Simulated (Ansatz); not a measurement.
The reference is ZnO in the wurtzite structure (space group P6_3mc, No. 186; a = 3.280 Å, c = 5.294 Å). Axes: x lies along a and z along c of the hexagonal cell.

Calculations: PBE in Ansatz (plane waves to 420 eV, PAW, no SOC), earlier PAW set.

It is then changed as follows: biaxial strain +4.48 %, plane normal [001], relaxed out of plane (Cartesian); in-plane vectors clamped, the third vector and the atoms free.

Q: What does the calculation give for the ratio −ε⊥/ε∥ after the change?

A: The ratio −ε⊥/ε∥ comes out as 1.00.

Stability against distortions was not tested.

Ansatz is a quantum-chemistry and plane-wave program.
